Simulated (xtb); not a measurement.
xtb 6.7.1, GFN2-xTB: c1ccc(-c2sc(-c3ccccc3)c3c2OCCO3)cc1, 35 atoms. The geometry is a generated start, not checked to be a minimum at this level.

```
Item                                                                                                           Result
------------------------  -------------------------------------------------------------------------------------------
method                                                                                                       GFN2-xTB
--acc                                                                                                     1 (default)
--etemp (K)                                                                                             300 (default)
detailed input (--input)  none: ANC optimiser, Lindh (1995) Hessian, microcycle=20, maxdispl=1.0, hlow=0.01 (default)
basis functions                                                                                                   104
valence electrons                                                                                                 104
```

The structure is relaxed from this start with --opt LEVEL for the levels crude, sloppy, loose, lax, normal, tight, vtight, extreme, once each. Up to the end of the extreme run atoms move by at most 1.8 Å along an axis.

**Question.** Choose the cheapest level whose final energy lies within 1 meV of that of extreme.

**Answer.** normal: 40 cycles against 55, ending 0.28 meV above.

| level | cycles | energy above the extreme run (meV) | gradient norm (eV/Å) |
|---|---|---|---|
| crude | 4 | 160 | 0.31 |
| sloppy | 22 | 12 | 0.11 |
| loose | 23 | 12 | 0.066 |
| lax | 25 | 11 | 0.077 |
| normal | 40 | 0.28 | 0.051 |
| tight | 44 | 0.051 | 0.0088 |
| vtight | 50 | 0.011 | 0.0024 |
| extreme | 55 | — | 0.0023 |
